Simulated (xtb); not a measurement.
xtb 6.7.1, GFN2-xTB: Si(Me)2(OMe)2 cation (CO[Si](C)(C)OC), charge +1, multiplicity 2, 19 atoms. The geometry is a generated start, not checked to be a minimum at this level.

```yaml
run_flags: --grad
method: GFN2-xTB
"--acc": 1 (default)
"--etemp (K)": 300 (default)
basis_functions: 46
valence_electrons: 43
```

```xyz
19

C     -1.9417    -1.3935     0.6446
O     -0.6152    -0.9598     0.6986
Si     0.0783     0.3418    -0.0180
C     -0.6792     1.9878     0.5402
C      0.0056     0.1497    -1.9175
O      1.5962     0.3983     0.5568
C      2.5499    -0.6234     0.6224
H     -2.0123    -2.3165     1.2197
H     -2.2517    -1.5864    -0.3860
H     -2.6119    -0.6467     1.0766
H     -1.7143     2.0650     0.2234
H     -0.1462     2.8362     0.1266
H     -0.6553     2.0801     1.6210
H      0.4442    -0.7936    -2.2357
H      0.5476     0.9462    -2.4182
H     -1.0155     0.1730    -2.2884
H      3.4749    -0.1882     1.0032
H      2.2137    -1.4151     1.2955
H      2.7330    -1.0549    -0.3648
```

Charge 1 and multiplicity 2 are set for this test and not shown to be the ground state. GFN-xTB has no spin term: --uhf 1 sets the occupations alone.

One run each on 1 thread. Values of broydamp tried: 0.02, 0.05, 0.1, 0.2, 0.4 (default), 0.6, 0.8, 1.

### Question
Predict the course of the SCC iterations along this series.

### Answer
Fewest SCC iterations, within one of each other: 0.4 (default) with 15, 0.6 with 16. The count rises to 32 at 0.02. All converge to one solution.

```
broydamp       SCC iterations            end
-------------  --------------  -------------
0.02                       32  same solution
0.05                       26  same solution
0.1                        23  same solution
0.2                        18  same solution
0.4 (default)              15  same solution
0.6                        16  same solution
0.8                        17  same solution
1                          19  same solution
```
